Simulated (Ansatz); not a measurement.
# What Al → Cr does to Cs2AlTlH6

The parent structure is Cs$_{2}$AlTlH$_{6}$ (space group Fm-3m, No. 225; a = 8.6885 Å; a cell from a computed database, its experimental status unchecked).

The change: Cr takes the place of Al on all its sites; the structure is relaxed again.

Method: PBEsol (Ansatz, a quantum-chemistry and plane-wave program; PAW; 420 eV plane waves; no spin-orbit coupling). Γ-centred 7×7×7 mesh, Fermi–Dirac width 0.05 eV.

The volume per atom rises by 0.037 Å³ (16.40 Å³ → 16.43 Å³) and the space group remains Fm-3m (No. 225). The shortest interatomic distance drops by 0.027 Å (1.788 Å → 1.761 Å) and the band gap rises by 0.876 eV (0.82 eV → 1.69 eV). The gap character goes from indirect, X → L to indirect, Γ → L and the smallest direct gap goes up by 0.05 eV to 1.74 eV. The magnetic state goes from not spin-polarised to ferromagnetic and the largest site moment goes from zero to 2.12 μB.

Final structure:

```yaml
crystal:
  lattice:
    - [0.00000, 4.34750, 4.34750]
    - [4.34750, 0.00000, 4.34750]
    - [4.34750, 4.34750, 0.00000]
  atoms:
    - { symbol: Cs, position: [0.25000, 0.25000, 0.25000] }
    - { symbol: Cs, position: [0.75000, 0.75000, 0.75000] }
    - { symbol: Cr, position: [0.50000, 0.50000, 0.50000] }
    - { symbol: Tl, position: [0.00000, 0.00000, 0.00000] }
    - { symbol: H, position: [0.29745, 0.70255, 0.70255] }
    - { symbol: H, position: [0.70255, 0.29745, 0.29745] }
    - { symbol: H, position: [0.70255, 0.29745, 0.70255] }
    - { symbol: H, position: [0.29745, 0.70255, 0.29745] }
    - { symbol: H, position: [0.70255, 0.70255, 0.29745] }
    - { symbol: H, position: [0.29745, 0.29745, 0.70255] }
```

Other magnetic orders, which the real material may have, were not ruled out. With Tl present, leaving out spin-orbit coupling can change the band edges. Stability against distortions was not tested. As relaxed here, Cs2TlCrH6 is a hypothetical phase, not in the database extracts checked.
